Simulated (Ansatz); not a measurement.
The reference is MgO in the rock salt structure (space group Fm-3m, No. 225; a = 4.254 Å).

Modification: cell and atoms relaxed at a pressure of 3 GPa.

Levels (all Ansatz, an electronic-structure program, PAW): PBE (420 eV, no SOC); r2SCAN (500 eV, spin-orbit coupling left out); HSE06 (420 eV, no spin-orbit coupling); PBE+SOC (420 eV, with spin-orbit coupling).

One geometry, relaxed with PBE, under each level:

Notes on the quantities. hole mass: degenerate bands, along [100].

The valence-band top lists the three highest levels at Γ (Kramers pairs under SOC), from the VBM.

```csv
level,band gap,lowest conduction level above the VBM at special points,valence-band top at Γ,electron mass,hole mass,pressure
PBE,4.64 eV,Γ 4.64 eV; L 7.85 eV; X 9.13 eV; K 10.06 eV,"0.00, 0.00, 0.00 eV",0.34 mₑ (at Γ),"0.39, 2.1, 2.1 mₑ (at Γ)",3.00 GPa
r2SCAN,5.53 eV,Γ 5.53 eV; L 8.76 eV; X 10.03 eV; K 11.02 eV,–,0.36 mₑ (at Γ),"0.41, 2.1, 2.1 mₑ (at Γ)",-2.53 GPa
HSE06,___,___,–,–,–,–
PBE+SOC,4.63 eV,Γ 4.63 eV; L 7.84 eV; X 9.12 eV; K 10.05 eV,"0.00, 0.00, -0.04 eV",0.34 mₑ (at Γ),"0.53, 2.1 mₑ (at Γ)",3.00 GPa
```

### Question
Give the withheld HSE06 results.

### Answer

- HSE06, band gap: 6.37 eV
- HSE06, lowest conduction level above the VBM at special points: Γ 6.37 eV; L 9.63 eV; X 10.85 eV

Single points use the geometry relaxed with PBE. Their cutoffs differ, which shifts pressures a little. The spin-orbit shifts are approximate. Load acts through the strain it causes; cell and atoms are relaxed under it. Effective masses come from finite differences of ±0.01 Å⁻¹. No phonon test of stability was made.
